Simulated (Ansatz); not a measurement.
Results of PBE0 (Ansatz, a program for electronic structure, PAW) for PbZrO3 (model structure, started from the LiNbO3 type, R3c, No. 161, 10 atoms in the cell).

Settings: plane-wave cutoff 460 eV, 6×6×6 k mesh, Fermi–Dirac smearing 0.01 eV, scalar-relativistic PAW data made under PBE.

Cell (relaxed with PBEsol):

```cif
data_O6Pb2Zr2
_chemical_formula_sum 'Pb2 Zr2 O6'
_space_group_name_H-M_alt 'P 1'
_space_group_IT_number 1
_cell_length_a 5.87428
_cell_length_b 5.87428
_cell_length_c 5.87428
_cell_angle_alpha 59.647
_cell_angle_beta 59.647
_cell_angle_gamma 59.647
loop_
_space_group_symop_operation_xyz
  'x, y, z'
loop_
_atom_site_label
_atom_site_type_symbol
_atom_site_fract_x
_atom_site_fract_y
_atom_site_fract_z
_atom_site_occupancy
Pb1 Pb 0.71493 0.71493 0.71493 1
Pb2 Pb 0.21493 0.21493 0.21493 1
Zr1 Zr 0.98501 0.98501 0.98501 1
Zr2 Zr 0.48501 0.48501 0.48501 1
O1 O 0.79272 0.26500 0.69205 1
O2 O 0.26500 0.69205 0.79272 1
O3 O 0.69205 0.79272 0.26500 1
O4 O 0.29272 0.19205 0.76500 1
O5 O 0.19205 0.76500 0.29272 1
O6 O 0.76500 0.29272 0.19205 1
```

Question: Give the computed band gap and direct gap at Γ.

Answer: 
band gap: 4.74 eV (on the SCF k mesh)
direct gap at Γ: 6.26 eV

Note: the relaxation could raise the start's symmetry but not lower it, so the cell can be a saddle point; cell and atoms aren't relaxed at this level (largest force component 0.08 eV/Å, pressure 1.0 GPa).

Spin–orbit coupling is not included; with these elements it can move the gap by several tenths of an eV or more.

The computed numbers hold no vibrational or temperature effects.

A model structure was made by putting elements into a prototype or built by hand; it is no filed structure, need not be a known phase, and can be a saddle point held by its symmetry.
